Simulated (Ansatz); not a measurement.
Base system: GaP in the zinc blende structure (space group F-43m, No. 216; a = 5.452 Å). Axes: x, y, z lie along the cube axes.

Levels (all Ansatz, a program for electronic structure, PAW, earlier PAW set): r2SCAN (500 eV, spin-orbit coupling left out); HSE06 (420 eV, without spin-orbit coupling).

Its gap is 1.85 eV with r2SCAN and 2.26 eV with HSE06.

Perturbation: uniaxial strain ε_zz = +3.92 %, all other strain components held at zero, atoms relaxed at fixed cell.

With r2SCAN the gap becomes 1.72 eV.

If the HSE06 correction stayed the same, what would the HSE06 gap be, and what does the HSE06 run give?

A rigid correction of +0.41 eV gives 2.13 eV. The HSE06 run gives 2.14 eV, so the two effects roughly add.

Single points use the geometry relaxed with r2SCAN. HSE06 gaps are upper bounds (no full band path). Stability against distortions was not tested.
